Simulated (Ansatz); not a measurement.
**Ge: transverse stress against strain**

Ge (diamond, Fd-3m, 22.838 Å³/atom and stress up to 0.01 GPa in the relaxed cell, cube axes along x, y and z) under a strain ε along a cube axis (axis z), the other axes held. r2SCAN in Ansatz, a plane-wave DFT program (PAW, default set), 500 eV, 10×10×10 Γ-centred mesh, Fermi-Dirac smearing 0.05 eV; ions are relaxed, or left where forces stay under 0.02 eV/Å, within the symmetry of each cell. Stress is positive for a compressed cell.

Here s stands for strain and y for stress xx.

| strain (%) | stress xx (GPa) |
|---|---|
| -1.50 | 0.71 |
| -1.00 | 0.47 |
| -0.50 | 0.23 |
| 0.00 | 0.01 |
| 0.50 | -0.20 |
| 1.00 | -0.40 |
| 1.50 | -0.59 |
| 3.00 | ? |

The 7 complete rows are fitted with a straight line, y against s. Means: s 0, y 0.033. About the means, the sum of products is -3.0350 and the sum of squares of s is 7.0000; the slope is their ratio. Least squares gives y = 0.033 - 0.4336·s. Residuals (row less fit): 0.027, 0.003, -0.020, -0.023, -0.016, 0.001, 0.027; standard error 0.023 (degrees of freedom: 5). The slope gives the elastic constant C12 = 43.4 ± 0.9 GPa (± standard error of the fit, which holds the terms cut off).

What does the fit predict for y at s = 3.00, and how far is the calculated value from it?

y = 0.033 - 0.4336 × 3.0 = -1.268 GPa. The calculation gives -1.09 GPa, 0.178 GPa above the prediction (9.9 % of the range of y in the table). The row lies outside the fitted rows, so this is an extrapolation. From the scatter of the fitted rows alone, a prediction at this place has a standard error of 0.036 GPa, so the miss is 4.9 times that.

A polynomial of degree 2 through the 12 other runs of the series gives -1.09 there, so most of the miss is curvature that the fit leaves out. This level leaves no gap over 0.05 eV at strain 3.00 %. Rows are the converged runs of the series near zero and its far end; series whose fitted rows scatter by over a few per cent of the range, as at a crossing or softening among them, aren't shown in this form, nor equations of state whose B0' disagrees with the runs' pressures. Most that stay on the fit to the last digits aren't either.
